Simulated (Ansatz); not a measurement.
## HgS under a change: Hg → Ga

Start from HgS in the zinc blende structure (space group F-43m, No. 216; a = 5.8760 Å).

One thing is altered: every Hg is replaced by Ga; the structure is relaxed again.

All numbers come from plane-wave PAW DFT at the PBEsol level (Ansatz, a program for electronic structure, 420 eV), no spin-orbit coupling, earlier PAW set. Settings: 14×14×14 k-points, 0.05 eV Fermi–Dirac smearing, for the changed cell.

```
quantity                                  base          changed        shift
-----------------------------  ---------------  ---------------  -----------
volume per atom                       25.36 Å³         24.34 Å³     -1.02 Å³
density                             7.62 g/cm³       3.47 g/cm³  -4.15 g/cm³
lattice parameter a                    5.876 Å          5.796 Å     -0.080 Å
space group                    F-43m (No. 216)  F-43m (No. 216)            –
shortest interatomic distance          2.544 Å          2.510 Å     -0.034 Å
band gap                                  zero             zero            –
```

Cost of the whole job for the changed cell (relaxation, final SCF and bands): about 30 core-seconds (a rough figure).

With Hg present, leaving out spin-orbit coupling can change the band edges. Stability against distortions was not tested. As relaxed here, GaS is a hypothetical phase, not in the database extracts checked. The final runs are not spin-polarised. An odd electron count without spin: GaS. A zero or small gap of HgS can be the functional's error rather than a property of the material.
